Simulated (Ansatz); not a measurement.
By PBEsol, the system below comes out a metal.

The ballistic (Sharvin) conductance counts the channels at the Fermi level: G/A = (e²/h) × channels of both spins per area.

Consider the following.

```
CELL_PARAMETERS angstrom
      3.29122     0.00000     0.00000
     -1.64561     2.85028     0.00000
      0.00000     0.00000     5.33257
ATOMIC_POSITIONS crystal
  Sc 0.33333 0.66667 0.25000
  Sc 0.66667 0.33333 0.75000
```

The cell is taken as given; by PBEsol it stands under a pressure of -2.8 GPa.

The current flows along the normal of the first two printed cell vectors, the (001) plane of the conventional cell. No spin-orbit coupling; the value is a mean over 0.1 eV about the Fermi level.

### Question
Give the ballistic conductance per area that PBEsol (Ansatz, an electronic-structure program) yields.

### Answer
1.2 × 10¹⁵ S/m² for both spins.
